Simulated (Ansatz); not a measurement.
Mo (Im-3m): band-structure transport figures

Data:

```
CELL_PARAMETERS angstrom
     -1.56098     1.56098     1.56098
      1.56098    -1.56098     1.56098
      1.56098     1.56098    -1.56098
ATOMIC_POSITIONS crystal
  Mo 0.00000 0.00000 0.00000
```

Calculation: PBEsol, rigid bands (plane waves, PAW, scalar-relativistic; Ansatz, an electronic-structure program). Condition of this run: hydrostatic pressure 2 GPa (the target of the relaxation). Geometry: cell and atoms relaxed with PBEsol, then loaded as said.

```
Property                                                           Value
------------------------------------  ----------------------------------
density of states at the Fermi level  0.582 states/(eV·cell), both spins
bare Sommerfeld coefficient                    1.37 mJ/(mol of atoms·K²)
Drude plasma energy                                               8.9 eV
root-mean-square Fermi velocity                                8.9e5 m/s
resistivity times τ                                     6.2 ×10⁻²² Ω·m·s
resistivity times mean free path                         5.9 ×10⁻¹⁶ Ω·m²
```

A metal at this level (no band gap); rigid bands, thermally averaged at 300 K, both spins. Spin-orbit coupling is left out. τ is one relaxation time for all states; the product of resistivity and mean free path takes one path for all states instead.
